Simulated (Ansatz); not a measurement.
SiC (Imm2), Ansatz (a program for electronic structure) with r2SCAN with spin-orbit coupling, rigid bands: Condition of this run: biaxial stress in (110) of -10 GPa (compression positive) (the target of the relaxation). band gap 1.53 eV, N_c = 9.67e18 cm⁻³ and N_v = 3.31e19 cm⁻³ at 300 K, conductivity masses along x (a = (-0.02, 2.19, 2.23) Å; b = (2.19, -0.02, 2.23) Å; c = (2.16, 2.16, 0.00) Å) of 0.343 mₑ (electrons) and 0.490 mₑ (holes). Take k_BT = 0.02585 eV.

A film of it is 5 nm thick, with its normal along the direction named. Estimate the confinement energies in an infinite well.

ħ²π²/(2m t²) = 0.376 eV·nm²/(m/mₑ × t²) gives 43.9 meV for electrons and 30.7 meV for holes, so the gap would widen to about 1.60 eV. Finite barriers and nonparabolic bands lower this, and with several valleys or bands the heaviest mass along the normal sets the lowest level, not this average.

What thermal injection velocity √(2k_BT/πm) limits a ballistic channel along the direction named?

9.19e6 cm/s for electrons and 7.69e6 cm/s for holes, a ratio of √(m_h/m_e) = 1.20, for dilute carriers.

Find the intrinsic carrier density and the intrinsic Fermi level.

n_i = √(N_c N_v) exp(−E_g/2k_BT) = 1.79e19 × exp(−29.59) = 2.5e6 cm⁻³. The level lies (k_BT/2) ln(N_v/N_c) = 16 meV from mid-gap (positive towards the conduction band). Each 0.1 eV added to the gap lowers n_i by a factor of 6.9.

Rigid, parabolic bands with the computed gap; masses take one relaxation time for all states. Geometry: cell and atoms relaxed with PBEsol.
